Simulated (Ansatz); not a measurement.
Take SiO$_{2}$ in the CdI2 type structure (space group P-3m1, No. 164; a = 2.670 Å, c = 4.509 Å; a hypothetical phase, not in the database extracts checked; layered, stacked along the Cartesian z axis) as the base.

Levels (all Ansatz, a first-principles code, PAW, earlier PAW set): PBEsol-D3(BJ) (420 eV, without spin-orbit coupling); HSE06 (420 eV, no spin-orbit coupling).

Its gap is 6.28 eV with PBEsol-D3(BJ) and 8.36 eV with HSE06.

One thing is altered: a hydrostatic pressure of 100 GPa.

With PBEsol-D3(BJ) the gap becomes 6.93 eV.

Question: If the HSE06 correction stayed the same, what would the HSE06 gap be, and what does the HSE06 run give?

Answer: A rigid correction of +2.08 eV gives 9.01 eV. The HSE06 run gives 9.08 eV, so the correction itself changes by +0.07 eV.

Single points use the geometry relaxed with PBEsol-D3(BJ). HSE06 gaps are upper bounds (no full band path). From pressure 100 GPa on, the axis ratios lie over 15 % from the base's, so the cell there is far from its starting form. Load acts through the strain it causes; cell and atoms are relaxed under it. Whether these cells are dynamically stable was not tested. No other phases were tried under pressure.
